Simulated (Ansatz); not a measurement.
```xyz
2
Lattice="0.0272 2.5642 2.5642 2.5642 0.0272 2.5642 2.5642 2.5642 0.0272" Properties=species:S:1:pos:R:3 pbc="T T T"
Sr     0.0000     0.0000     0.0000
O      2.5778     2.5778     2.5778
```

The numbers are results of r2SCAN, rigid bands (plane waves, PAW, scalar-relativistic; Ansatz, a first-principles code), not measurements. Condition of this run: biaxial stress in (111) of 1.8 GPa (compression positive) (the target of the relaxation). How the cell was made: cell and atoms relaxed with PBEsol, then loaded as said.

Task: What conductivity effective mass do dilute holes have at 300 K?

Result: 1.46 mₑ.

Task: What conductivity effective mass do dilute electrons have at 300 K?

Result: 0.51 mₑ.

Task: And the band gap?

Result: 3.77 eV at this level; semilocal functionals usually fall short of the measured gap.

Rigid bands, one relaxation time for all states, no polarons. Spin-orbit coupling is left out; where it splits the top of the valence band it changes the hole mass and lowers the gap by about a third of the splitting. Geometry: cell and atoms relaxed with PBEsol.
